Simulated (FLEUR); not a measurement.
**Equation of state of wurtzite AlN (space group 186): energy against volume (FLEUR, PBE)**

```
AlN
1.0
    3.05470     0.00000     0.00000
   -1.52735     2.64545     0.00000
    0.00000     0.00000     4.89145
Al N
2 2
Direct
  0.33333   0.66667   0.00000
  0.66667   0.33333   0.50000
  0.33333   0.66667   0.38200
  0.66667   0.33333   0.88200
```

Method: PBE, all-electron FLAPW (FLEUR), scalar-relativistic valence in FLEUR. Settings: Kmax = 5.36 1/bohr; GmaxXC = 16.1 1/bohr; xcFunctional = pbe; jspins = 1; l_soc = F; mode = hist; fermiSmearingEnergy = 0.00036749 Htr; mesh (inpgen div1-3) = 12 12 7; inpgen gamma flag = true; Gmax = 16.1 1/bohr; numbands = 0; maxIterBroyd = 15; imix = Anderson; alpha = 0.05; precondParam = 0; minDistance = 1e-05 me/bohr^3. The cell above is the first row's. The rows scale it uniformly. In all rows fractional positions and the k mesh are held. E is the free energy at the stated smearing, counted from the lowest row.

| V (Å^3/atom) | E (meV/atom) |
|---|---|
| 9.882 | ? |
| 10.097 | 21.06 |
| 10.312 | 8.06 |
| 10.526 | 1.23 |
| 10.741 | 0.00 |
| 10.956 | 3.84 |
| 11.171 | 12.27 |
| 11.386 | 24.84 |
| 11.601 | 41.17 |

### Question
Using the third-order Birch-Murnaghan form, a cubic in V^(-2/3), estimate the missing E at V = 9.882 from the other rows, showing the fit.

### Answer
With u = V^(-2/3) - 0.204, the rows have u = 0.010061, 0.007076, 0.004205, 0.001417, -0.001279, -0.003889, -0.006416, -0.008864. Least squares gives E = 1.402 - 1469.41·u + 340341·u² - 3928·u³. Residuals (row less fit): -0.005, 0.016, -0.011, -0.003, 0.002, 0.006, -0.001, 0.000; standard error 0.011 (degrees of freedom: 4). Its minimum lies at u = 0.002159, so V0 = (0.206159)^(-3/2) = 10.68. There d²E/du² = 680600 and d³E/du³ = -23570, so B0 = (4/9) × 10.68^(-7/3) × 680600 × 0.160218 = 193 GPa (the last factor turns the table's units into GPa), and B0' = 4 + (2/3) × 0.206159 × (-23570)/680600 = 4.0. At the withheld row, u = 0.013155, so E = 1.402 - 1469.41 × 0.013155 + 340341 × 0.013155² - 3928 × 0.013155³ = 40.960 meV/atom. The calculation gives 40.92 meV/atom, 0.040 meV/atom below the prediction (0.1 % of the range of E in the table). The row lies outside the fitted rows, so this is an extrapolation. From the scatter of the fitted rows alone, a prediction at this place has a standard error of 0.031 meV/atom, so the miss is 1.3 times that.

Carrying the step between the two nearest rows on in a straight line would have given 34.06, off by 6.86; series whose last step already gives the withheld value aren't shown. The scan was laid around a cell of about the measured size, scaled by a guess for this functional; axis ratios and inner coordinates come from that cell. The runs keep the symmetry of the cell, so they don't test it for distortions. Values depend on the basis (sphere radii, cutoffs, local orbitals), which need not be converged. The shape of the cell and the inner coordinates aren't relaxed, so V0 and B0 belong to this uniform scaling; a relaxed crystal lies no higher in energy and is usually softer. Cutoffs and mesh are single choices, not tested for convergence of this quantity. Series with a scatter that would blur these digits, or in which a gap closes, are not shown. Nor are scans whose minimum lies at an end fitted in this form.
